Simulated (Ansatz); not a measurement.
bcc V (1 1 1) on zinc-blende InAs (1 1 1) (film strained to the substrate, faces as cut)

A periodic stack without vacuum, bcc V (1 1 1) on zinc-blende InAs (1 1 1) (film strained to the substrate, faces as cut): substrate slab As4In4, film V12, surface cells [[-1, 1], [-1, 0]] and [[1, -1], [1, 0]], film strained by +3.2 and +3.2 %, faces As/In and V/V as cut (like faces can put a slab off its formula).

The start was prepared with a machine-learned potential, and the result is one local minimum, with the in-plane cell held and forces under 0.04 eV/Å; the film can end far from its bulk form.

The numbers are results of PBE (plane waves to 420 eV, PAW; Ansatz, an electronic-structure program), not measurements. Scalar-relativistic, without spin–orbit coupling; the runs are not spin-polarised; PBE gaps are too small against experiment. Its k-point mesh 8×8×1, Fermi–Dirac width 0.05 eV.

* **interface area**: 16.6 Å²
* **period**: 23.22 Å
* **gaps between the outermost planes at the two interfaces**: 1.16 and 0.74 Å
* **As–V contacts across the interfaces within 1.22 times the sum of covalent radii**: 8, mean 2.72 Å
* **In–V contacts across the interfaces within 1.22 times the sum of covalent radii**: 8, mean 2.95 Å

```
CELL_PARAMETERS angstrom
      4.37445     0.00051     0.07141
      2.18535     3.78630     0.15819
      1.83127     0.51203    23.28213
ATOMIC_POSITIONS crystal
  As 0.18178 0.31379 0.01236
  As 0.80045 0.93827 0.15190
  As 0.08362 0.21998 0.30622
  As 0.36338 0.49298 0.47945
  In 0.48115 0.61913 0.10935
  In 0.76350 0.90015 0.26577
  In 0.04983 0.18040 0.42118
  In 0.67452 0.80381 0.54442
  V  0.97991 0.10914 0.62682
  V  0.32421 0.45389 0.59456
  V  0.28943 0.41810 0.69797
  V  0.63454 0.76306 0.66242
  V  0.59924 0.72862 0.76813
  V  0.94438 0.07323 0.73329
  V  0.90866 0.03765 0.83998
  V  0.25366 0.38308 0.80394
  V  0.21920 0.34916 0.90595
  V  0.56320 0.69266 0.87521
  V  0.52592 0.65823 0.98068
  V  0.86968 0.00117 0.95130
```
